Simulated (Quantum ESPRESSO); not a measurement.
Input and output of a self-consistent single point for ScGa5Co (P4/mmm, 7 atoms in the cell) (Quantum ESPRESSO).

Computed with LDA (PZ), GBRV 1.5 ultrasoft (LDA) pseudopotentials (plane waves; Quantum ESPRESSO).

```yaml
crystal:
  lattice:
    - [4.19782, 0.00000, 0.00000]
    - [0.00000, 4.19782, 0.00000]
    - [0.00000, 0.00000, 6.71744]
  atoms:
    - { symbol: Sc, position: [0.00000, 0.00000, 0.00000] }
    - { symbol: Ga, position: [0.00000, 0.50000, 0.30367] }
    - { symbol: Ga, position: [0.00000, 0.50000, 0.69633] }
    - { symbol: Ga, position: [0.50000, 0.00000, 0.30367] }
    - { symbol: Ga, position: [0.50000, 0.00000, 0.69633] }
    - { symbol: Ga, position: [0.50000, 0.50000, 0.00000] }
    - { symbol: Co, position: [0.00000, 0.00000, 0.50000] }
```

Reference input (self-consistent single point, DFT, LDA (PZ), plane waves, GBRV 1.5 ultrasoft (LDA) pseudopotentials): ecutwfc = 50 Ry; ecutrho = 400 Ry; occupations = smearing; smearing = marzari-vanderbilt; degauss = 0.019992 Ry; potentials = {Sc: sc_lda_v1.uspp.F.UPF, Ga: ga_lda_v1.4.uspp.F.UPF, Co: co_lda_v1.2.uspp.F.UPF}; K_POINTS = automatic 4 4 3 0 0 0; conv_thr = 1e-10 Ry. This run's input differs from it in these lines:

```diff
@@ -16,5 +16,3 @@
     ecutrho = 400,
-    occupations = 'smearing',
-    smearing = 'marzari-vanderbilt',
-    degauss = 0.019992,
+    occupations = 'tetrahedra_opt',
 /
```

Output (repeated stretches shortened):

```
     Self-consistent Calculation

     iteration #  1     ecut=    50.00 Ry     beta= 0.70

     total energy              =   -2434.16282243 Ry
     estimated scf accuracy    <      50.94034866 Ry

     iteration #  2     ecut=    50.00 Ry     beta= 0.70

     total energy              =   -2457.35457523 Ry
     estimated scf accuracy    <      95.21380979 Ry

     iteration #  3     ecut=    50.00 Ry     beta= 0.70

     total energy              =   -2458.95942660 Ry
     estimated scf accuracy    <      58.59337276 Ry

   [... 95 blocks of this kind left out ...]

     iteration # 99     ecut=    50.00 Ry     beta= 0.70

     total energy              =   -2467.73974568 Ry
     estimated scf accuracy    <       0.00000010 Ry

     iteration #100     ecut=    50.00 Ry     beta= 0.70

     total energy              =   -2467.73974568 Ry
     estimated scf accuracy    <       0.00000010 Ry
     End of self-consistent calculation

     convergence NOT achieved after 100 iterations: stopping

   JOB DONE.
```

The run ended unconverged after 100 iterations. 

The starting cell comes from a database of computed structures (which also holds hypothetical and non-ambient phases and stackings), without a prior relaxation at this level. Its lattice was rescaled by a random factor within 2.5 % of one.

Cost on one core of a shared machine: roughly 20 min.
